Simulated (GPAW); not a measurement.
Band structure of SrAlSi (P-6m2, 3 atoms in the cell).

```
CELL_PARAMETERS angstrom
      4.24978     0.00000     0.00000
     -2.12489     3.68042     0.00000
      0.00000     0.00000     4.77950
ATOMIC_POSITIONS crystal
  Sr 0.00000 0.00000 0.00000
  Al 0.66667 0.33333 0.50000
  Si 0.33333 0.66667 0.50000
```

Method: PBEsol, GPAW PAW datasets PBEsol (made by gpaw-setup) (plane waves; GPAW).

Settings: mode = pw; ecut = 600 eV; xc = PBEsol; kpts = 6 6 5; mesh shift (steps) = 0 0 0; occupations.name = methfessel-paxton; occupations.width = 0.1 eV; occupations.order = 0; nbands = -9; convergence.density = 1e-05 e/electron; symmetry.symmorphic = false; symmetry.tolerance = 0.0005; maxiter = 100; bandpath_npoints = 40.

The starting cell comes from a database of computed structures (which also holds hypothetical and non-ambient phases and stackings), without a prior relaxation at this level.

Levels in eV from the Fermi level, bands 6 to 12:
| point | 6 | 7 | 8 | 9 | 10 | 11 | 12 |
|---|---|---|---|---|---|---|---|
| Γ | -1.66 | -1.21 | -1.21 | -0.34 | 0.98 | 2.52 | 2.52 |
| M | -5.90 | -2.04 | -1.38 | -0.49 | 1.46 | 2.74 | 3.07 |
| K | -5.62 | -4.12 | -0.92 | 0.03 | 2.10 | 2.60 | 3.40 |
| A | -4.11 | -0.87 | -0.87 | 1.38 | 1.38 | 1.53 | 2.64 |
| L | -5.42 | -2.36 | -1.80 | -1.13 | 0.90 | 3.71 | 4.98 |
| H | -5.70 | -3.38 | -1.52 | -0.78 | 2.18 | 4.16 | 4.65 |

Bands cross the Fermi level along this path, so the cell is metallic at this level.
